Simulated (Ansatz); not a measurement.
Inside the gap of an insulator the Bloch states are evanescent, with a wavenumber k + iκ along the transport direction.

Input:

```
CELL_PARAMETERS angstrom
      3.27907     0.00000     0.00000
      0.00000    12.78712     0.00000
      1.63953     0.00000     2.83975
ATOMIC_POSITIONS crystal
  W  0.66667 0.25000 0.66667
  W  0.33333 0.75000 0.33333
  Se 0.33333 0.11828 0.33333
  Se 0.66667 0.88172 0.66667
  Se 0.66667 0.61828 0.66667
  Se 0.33333 0.38172 0.33333
```

Space group of this cell: P6_3/mmc. The cell was relaxed by PBE-D3(BJ); by r2SCAN its mean pressure is 2.0 GPa.

Transport runs along the normal of the first two printed cell vectors, the (100) plane of the conventional cell.

No gap correction and no spin-orbit coupling; mid-gap values are interpolated between computed energies.

**Question.** Estimate the band gap and the smallest decay constant κ at mid-gap that r2SCAN in Ansatz (a first-principles code) returns for this system.

**Answer.** Gap 1.03 eV on a 10×4×10 mesh; κ = 0.195 1/Å, at (0.300, 0.000) of the in-plane reciprocal vectors. At the zone centre, at the nearest computed energy, the slowest state has κ = 0.27 1/Å.
